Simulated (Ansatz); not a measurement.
Effective masses and thermopower of BAs (F-43m)

Input:

```yaml
crystal:
  lattice:
    - [0.00000, 2.38397, 2.38397]
    - [2.38397, 0.00000, 2.38397]
    - [2.38397, 2.38397, 0.00000]
  atoms:
    - { symbol: B, position: [0.25000, 0.25000, 0.25000] }
    - { symbol: As, position: [0.00000, 0.00000, 0.00000] }
```

Calculation: PBEsol, rigid bands (plane waves, PAW, scalar-relativistic; Ansatz, a first-principles code). Cell: cell and atoms relaxed with PBEsol.

The band gap is 1.08 eV. The electron conductivity mass (300 K, dilute) is 0.30 mₑ. The effective density of states N_c (300 K) is 3.4e19 cm⁻³. The density-of-states mass, electrons is 1.22 mₑ and the Seebeck coefficient, n-type 1e19 cm⁻³, 300 K comes out as -322 μV/K. The best n-type power factor at 300 K for τ = 10 fs (best axis; densities from 1e16 to 1e21 cm⁻³ tried, whether or not they can be reached) is 18.3 μW/(cm·K²) at 1e20 cm⁻³.

Rigid bands; masses and Seebeck coefficients take one relaxation time τ for all states and one kind of carrier; polarons and phonon drag are left out. Spin-orbit coupling is left out.
